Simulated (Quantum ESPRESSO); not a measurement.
A self-consistent single point of Mg₁₄SiSb (Amm2, 16 atoms in the cell) with Quantum ESPRESSO.

Method: PBEsol, GBRV 1.5 ultrasoft (PBESOL) pseudopotentials (plane waves; Quantum ESPRESSO).

```
Mg14SiSb
1.0
   10.19207     0.00000     0.00000
    0.00000     3.26426     5.37237
    0.00000    -3.26426     5.37237
Mg Si Sb
14 1 1
Direct
  0.00000   0.16483   0.16483
  0.00000   0.66449   0.66449
  0.50000   0.16509   0.66489
  0.50000   0.66489   0.16509
  0.00000   0.16660   0.66556
  0.00000   0.66556   0.16660
  0.25372   0.33004   0.83982
  0.74628   0.83982   0.33004
  0.74628   0.33004   0.83982
  0.25372   0.83982   0.33004
  0.25420   0.33124   0.33124
  0.74580   0.33124   0.33124
  0.24787   0.83413   0.83413
  0.75213   0.83413   0.83413
  0.50000   0.16934   0.16934
  0.50000   0.66872   0.66872
```

Reference input (self-consistent single point, DFT, PBEsol, plane waves, GBRV 1.5 ultrasoft (PBESOL) pseudopotentials): ecutwfc = 40 Ry; ecutrho = 200 Ry; occupations = smearing; smearing = mp; degauss = 0.0073499 Ry; K_POINTS = automatic 3 5 5 1 1 1; conv_thr = 1e-10 Ry. This run's input differs from it in these lines:

```diff
@@ -12,4 +12,4 @@
     ntyp = 3,
-    ecutwfc = 40,
-    ecutrho = 200,
+    ecutwfc = 36,
+    ecutrho = 180,
     occupations = 'smearing',
```

Log, with long lists cut:

```
     Self-consistent Calculation

     iteration #  1     ecut=    36.00 Ry     beta= 0.70

     total energy              =   -1943.72734086 Ry
     estimated scf accuracy    <       4.56947715 Ry

     iteration #  2     ecut=    36.00 Ry     beta= 0.70

     total energy              =   -1938.76355954 Ry
     estimated scf accuracy    <      57.74015890 Ry

     iteration #  3     ecut=    36.00 Ry     beta= 0.70

     total energy              =   -1945.48799612 Ry
     estimated scf accuracy    <       2.84880411 Ry

   [... 9 blocks of this kind left out ...]

     iteration # 13     ecut=    36.00 Ry     beta= 0.70

     total energy              =   -1945.78282098 Ry
     estimated scf accuracy    <          2.4E-10 Ry

     iteration # 14     ecut=    36.00 Ry     beta= 0.70
     End of self-consistent calculation

     the Fermi energy is     6.1572 ev

!    total energy              =   -1945.78282098 Ry
     estimated scf accuracy    <          9.4E-11 Ry
     smearing contrib. (-TS)   =      -0.00016686 Ry
     internal energy E=F+TS    =   -1945.78265412 Ry

     convergence has been achieved in  14 iterations

     Forces acting on atoms (cartesian axes, Ry/au):

     atom    1 type  1   force =     0.00000000    0.00000000   -0.00049015
     atom    2 type  1   force =     0.00000000    0.00000000   -0.00145131
     atom    3 type  1   force =     0.00000000   -0.00031274   -0.00086190
     atom    4 type  1   force =     0.00000000    0.00031274   -0.00086190
     atom    5 type  1   force =     0.00000000    0.00096455   -0.00165856
   [... lines left out ...]

     Total force =     0.015298     Total SCF correction =     0.000049

          total   stress  (Ry/bohr**3)                   (kbar)     P=      -12.13
  -0.00005421   0.00000000   0.00000000           -7.97        0.00        0.00
   0.00000000  -0.00010112   0.00000000            0.00      -14.88        0.00
   0.00000000   0.00000000  -0.00009206            0.00        0.00      -13.54

   JOB DONE.
```

The run converged in 14 iterations. Against the reference run the free energy rises by 2.9 meV/atom, the pressure goes from -0.74 to -1.21 GPa and the largest force stays at 0.175 eV/Å.

The starting cell comes from a database of computed structures (which also holds hypothetical and non-ambient phases and stackings), without a prior relaxation at this level.

Cost on one core of a shared machine: roughly 6 min.
